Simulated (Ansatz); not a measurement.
Defect: interstitial Cu in alpha quartz, charge state +1. All values below come from PBE, PAW (plane waves to 420 eV; Ansatz, a program for electronic structure).

Settings: 243 host sites, the relaxed PBE lattice, the Γ point alone, smearing 0.01 eV, spin-restricted, no image-charge correction. Energies are static. The charge state is imposed; whether it is stable for some Fermi level was not computed. Sites that were not tried may lie lower.

Barriers: single points on a 2×2×2 k-point mesh shifted by half a step along c at the bands' geometries.

Relaxed starting cell (atoms counted from 1):

```
CuO162Si81
1.0
   15.06338     0.00000     0.00000
   -7.53169    13.04527     0.00000
    0.00000     0.00000    16.52854
Si O Cu
81 162 1
Direct
  0.99987   0.15846   0.11161
  0.99953   0.15898   0.44330
  0.99856   0.15825   0.77766
  0.99788   0.49123   0.10969
  0.99834   0.49254   0.44532
  0.99847   0.49289   0.77922
  0.00055   0.82600   0.11013
  0.99986   0.82642   0.44442
  0.99903   0.82441   0.77839
  0.33264   0.15835   0.11112
  0.33457   0.15062   0.44194
  0.33175   0.15977   0.77685
  0.33242   0.49167   0.11077
  0.33267   0.50121   0.44343
  0.33217   0.49093   0.77676
  0.33246   0.82437   0.11047
  0.33269   0.82402   0.44362
  0.33236   0.82521   0.77818
  0.66659   0.15830   0.11103
  0.66784   0.15865   0.44406
  0.66617   0.15514   0.77970
  0.66579   0.49215   0.11160
  0.66820   0.49418   0.44391
  0.66615   0.49181   0.77875
  0.66631   0.82419   0.11089
  0.66729   0.82580   0.44359
  0.66727   0.82680   0.77937
  0.17399   0.17424   0.00002
  0.17478   0.17310   0.33336
  0.17286   0.17499   0.66656
  0.17337   0.50733   0.99968
  0.16969   0.50734   0.33221
  0.17317   0.51075   0.66878
  0.17607   0.84284   0.99928
  0.17331   0.84039   0.33310
  0.17342   0.84103   0.66779
  0.50709   0.17353   0.00031
  0.51059   0.17346   0.33119
  0.50700   0.16992   0.66774
  0.50692   0.50711   0.99998
  0.50501   0.50727   0.33363
  0.50708   0.50533   0.66633
  0.50589   0.83840   0.00046
  0.50751   0.84074   0.33274
  0.50899   0.84250   0.66833
  0.84262   0.17633   0.00071
  0.84083   0.17367   0.33216
  0.84011   0.17354   0.66682
  0.83823   0.50614   0.99951
  0.84228   0.50929   0.33157
  0.84054   0.50778   0.66720
  0.84188   0.84211   0.00000
  0.84138   0.84155   0.33249
  0.84131   0.84162   0.66743
  0.15801   0.99879   0.22232
  0.15877   0.99975   0.55658
  0.15814   0.00010   0.88841
  0.15958   0.33205   0.22310
  0.15028   0.33474   0.55803
  0.15814   0.33289   0.88889
  0.15489   0.66649   0.22023
  0.15839   0.66801   0.55589
  0.15808   0.66681   0.88895
  0.49265   0.99872   0.22080
  0.49231   0.99861   0.55458
  0.49097   0.99804   0.89027
  0.49075   0.33240   0.22316
  0.50098   0.33296   0.55650
  0.49146   0.33260   0.88917
  0.49158   0.66638   0.22125
  0.49401   0.66847   0.55604
  0.49193   0.66601   0.88836
  0.82415   0.99929   0.22158
  0.82616   0.00007   0.55546
  0.82579   0.00082   0.88983
  0.82505   0.33264   0.22176
  0.82378   0.33292   0.55630
  0.82409   0.33270   0.88952
  0.82650   0.66751   0.22056
  0.82559   0.66751   0.55633
  0.82401   0.66655   0.88912
  0.08486   0.13780   0.06857
  0.08959   0.14207   0.40470
  0.08313   0.13677   0.73387
  0.08452   0.47164   0.06838
  0.08212   0.46996   0.40188
  0.08542   0.47334   0.73794
  0.08717   0.80719   0.06799
  0.08476   0.80509   0.40209
  0.08395   0.80283   0.73602
  0.41779   0.13741   0.06880
  0.42142   0.13325   0.40124
  0.41573   0.13787   0.73324
  0.41764   0.47084   0.06843
  0.41305   0.47253   0.40157
  0.41530   0.46812   0.73214
  0.41642   0.80093   0.06889
  0.41743   0.80275   0.40077
  0.41841   0.80576   0.73541
  0.75279   0.13909   0.06864
  0.75437   0.13874   0.40294
  0.75152   0.13561   0.73585
  0.75020   0.47022   0.06906
  0.75189   0.47440   0.39887
  0.75191   0.47209   0.73610
  0.75271   0.80513   0.06859
  0.75125   0.80374   0.40047
  0.75269   0.80687   0.73610
  0.19850   0.28043   0.29163
  0.19031   0.28135   0.62355
  0.19477   0.28021   0.95724
  0.18934   0.61169   0.28860
  0.19461   0.61648   0.62591
  0.19440   0.61326   0.95685
  0.19547   0.94753   0.29145
  0.19253   0.94779   0.62712
  0.19722   0.94868   0.95599
  0.52698   0.27941   0.29197
  0.53292   0.27726   0.62355
  0.52707   0.27917   0.95753
  0.52601   0.61262   0.29088
  0.52708   0.60902   0.62081
  0.52756   0.61281   0.95701
  0.52812   0.94697   0.29088
  0.52943   0.94693   0.62329
  0.52585   0.94479   0.95931
  0.86183   0.28001   0.29030
  0.85958   0.27925   0.62450
  0.86269   0.28218   0.95827
  0.86418   0.61515   0.28851
  0.86140   0.61351   0.62408
  0.85892   0.61233   0.95741
  0.86145   0.94764   0.29058
  0.86282   0.94733   0.62370
  0.86290   0.94851   0.95804
  0.24703   0.05276   0.15407
  0.25118   0.04998   0.48944
  0.24515   0.05385   0.81813
  0.24794   0.38597   0.15442
  0.24634   0.39206   0.48990
  0.24693   0.38556   0.81980
  0.24507   0.71928   0.15275
  0.24776   0.71867   0.48732
  0.24675   0.71855   0.81972
  0.58215   0.05111   0.15272
  0.58145   0.05296   0.48623
  0.58134   0.04929   0.82238
  0.58036   0.38725   0.15562
  0.58645   0.38590   0.48696
  0.58099   0.38555   0.82082
  0.58187   0.71777   0.15375
  0.58204   0.72010   0.48702
  0.58170   0.71975   0.82037
  0.91337   0.05233   0.15315
  0.91659   0.05407   0.48766
  0.91342   0.05226   0.81978
  0.91385   0.38517   0.15301
  0.91338   0.38684   0.48820
  0.91302   0.38655   0.82086
  0.91452   0.71931   0.15125
  0.91488   0.72136   0.48810
  0.91309   0.71848   0.82040
  0.27996   0.19500   0.04277
  0.28114   0.19052   0.37633
  0.28019   0.19876   0.70834
  0.27904   0.52730   0.04240
  0.27702   0.53336   0.37651
  0.27913   0.52711   0.70796
  0.28193   0.86302   0.04176
  0.27899   0.85973   0.37538
  0.27977   0.86203   0.70964
  0.61302   0.19458   0.04313
  0.61637   0.19484   0.37396
  0.61136   0.18966   0.71139
  0.61265   0.52782   0.04294
  0.60860   0.52724   0.37930
  0.61237   0.52637   0.70922
  0.61202   0.85900   0.04260
  0.61322   0.86152   0.37583
  0.61485   0.86439   0.71140
  0.94846   0.19752   0.04399
  0.94764   0.19273   0.37271
  0.94717   0.19567   0.70861
  0.94461   0.52597   0.04057
  0.94670   0.52977   0.37666
  0.94674   0.52837   0.70911
  0.94831   0.86325   0.04195
  0.94712   0.86305   0.37616
  0.94739   0.86170   0.70938
  0.13648   0.08339   0.26601
  0.14188   0.08977   0.59527
  0.13748   0.08507   0.93149
  0.13784   0.41614   0.26669
  0.13277   0.42144   0.59884
  0.13714   0.41800   0.93121
  0.13539   0.75191   0.26398
  0.13840   0.75445   0.59710
  0.13894   0.75306   0.93132
  0.47302   0.08561   0.26211
  0.46978   0.08245   0.59800
  0.47132   0.08460   0.93166
  0.46802   0.41562   0.26773
  0.47256   0.41358   0.59826
  0.47066   0.41782   0.93154
  0.47182   0.75216   0.26379
  0.47416   0.75221   0.60095
  0.46986   0.75030   0.93096
  0.80248   0.08414   0.26396
  0.80489   0.08500   0.59784
  0.80705   0.08751   0.93194
  0.80560   0.41869   0.26451
  0.80257   0.41770   0.59918
  0.80061   0.41666   0.93106
  0.80660   0.75295   0.26381
  0.80350   0.75144   0.59948
  0.80493   0.75294   0.93140
  0.05360   0.24551   0.18185
  0.04969   0.25137   0.51047
  0.05257   0.24728   0.84591
  0.04906   0.58167   0.17753
  0.05271   0.58165   0.51369
  0.05082   0.58234   0.84734
  0.05205   0.91353   0.18024
  0.05385   0.91689   0.51220
  0.05200   0.91360   0.84686
  0.38532   0.24711   0.18023
  0.39178   0.24671   0.51008
  0.38576   0.24814   0.84552
  0.38538   0.58121   0.17911
  0.38579   0.58655   0.51303
  0.38709   0.58061   0.84424
  0.38634   0.91330   0.17912
  0.38663   0.91373   0.51163
  0.38489   0.91395   0.84698
  0.71840   0.24705   0.18019
  0.71837   0.24798   0.51268
  0.71902   0.24526   0.84723
  0.71941   0.58185   0.17967
  0.71990   0.58222   0.51291
  0.71757   0.58198   0.84634
  0.71827   0.91334   0.17953
  0.72108   0.91514   0.51180
  0.71911   0.91489   0.84862
  0.31595   0.31627   0.49994
```
Cell charge +1.

End state 1 differs by these moves (Å; atoms that move under 0.08 Å are left out):

```json
[
 {"atom": "11", "element": "Si", "Δx": "-0.07", "Δy": "0.13", "Δz": "0.05"},
 {"atom": "14", "element": "Si", "Δx": "0.05", "Δy": "-0.13", "Δz": "0.02"},
 {"atom": "30", "element": "Si", "Δx": "-0.05", "Δy": "-0.13", "Δz": "0.02"},
 {"atom": "42", "element": "Si", "Δx": "0.07", "Δy": "0.13", "Δz": "0.05"},
 {"atom": "59", "element": "Si", "Δx": "0.00", "Δy": "-0.05", "Δz": "-0.08"},
 {"atom": "84", "element": "O", "Δx": "-0.07", "Δy": "-0.05", "Δz": "0.01"},
 {"atom": "92", "element": "O", "Δx": "-0.08", "Δy": "0.08", "Δz": "0.01"},
 {"atom": "95", "element": "O", "Δx": "0.06", "Δy": "-0.07", "Δz": "0.02"},
 {"atom": "96", "element": "O", "Δx": "0.07", "Δy": "0.10", "Δz": "0.04"},
 {"atom": "110", "element": "O", "Δx": "0.01", "Δy": "-0.10", "Δz": "-0.04"},
 {"atom": "113", "element": "O", "Δx": "0.05", "Δy": "-0.06", "Δz": "-0.04"},
 {"atom": "122", "element": "O", "Δx": "0.05", "Δy": "0.09", "Δz": "0.01"},
 {"atom": "137", "element": "O", "Δx": "-0.05", "Δy": "0.09", "Δz": "0.01"},
 {"atom": "140", "element": "O", "Δx": "-0.01", "Δy": "-0.10", "Δz": "-0.04"},
 {"atom": "155", "element": "O", "Δx": "-0.05", "Δy": "-0.06", "Δz": "-0.04"},
 {"atom": "164", "element": "O", "Δx": "-0.07", "Δy": "0.10", "Δz": "0.04"},
 {"atom": "165", "element": "O", "Δx": "-0.06", "Δy": "-0.07", "Δz": "0.02"},
 {"atom": "167", "element": "O", "Δx": "0.07", "Δy": "-0.05", "Δz": "0.01"},
 {"atom": "177", "element": "O", "Δx": "0.08", "Δy": "0.08", "Δz": "0.01"},
 {"atom": "191", "element": "O", "Δx": "-0.07", "Δy": "-0.13", "Δz": "0.04"},
 {"atom": "194", "element": "O", "Δx": "0.03", "Δy": "-0.09", "Δz": "0.03"},
 {"atom": "203", "element": "O", "Δx": "0.04", "Δy": "0.07", "Δz": "0.04"},
 {"atom": "210", "element": "O", "Δx": "-0.08", "Δy": "-0.04", "Δz": "0.03"},
 {"atom": "218", "element": "O", "Δx": "-0.03", "Δy": "-0.09", "Δz": "0.03"},
 {"atom": "220", "element": "O", "Δx": "0.08", "Δy": "-0.04", "Δz": "0.03"},
 {"atom": "227", "element": "O", "Δx": "-0.04", "Δy": "0.07", "Δz": "0.04"},
 {"atom": "230", "element": "O", "Δx": "0.07", "Δy": "-0.13", "Δz": "0.04"},
 {"atom": "244", "element": "Cu", "Δx": "0.00", "Δy": "0.44", "Δz": "1.84"}
]
```

**Question.** Predict the forward and backward barriers to end state 1 from PBE, PAW.

**Answer.** forward 0.088 eV, backward 0.088 eV; at the saddle point atom 244 has neighbours O at 2.00, O at 2.08, O at 2.09, O at 2.31 Å. The check of the saddle point's order was inconclusive.

End state 2 differs by these moves (Å; atoms that move under 0.08 Å are left out):

```
atom  element     Δx     Δy     Δz
----  -------  -----  -----  -----
11         Si  -0.06   0.10   0.05
92          O  -0.08   0.06  -0.01
119         O   0.09   0.00   0.00
137         O  -0.06   0.06  -0.01
164         O  -0.07   0.12   0.07
191         O  -0.04  -0.07   0.05
203         O   0.07  -0.04   0.09
244        Cu   0.02   0.67   0.94
```

**Question.** Predict the forward and backward barriers to end state 2 from PBE, PAW.

**Answer.** forward 0.088 eV, backward 0.021 eV; at the saddle point atom 244 has neighbours O at 2.00, O at 2.08, O at 2.09, O at 2.30 Å. The check of the saddle point's order was inconclusive.
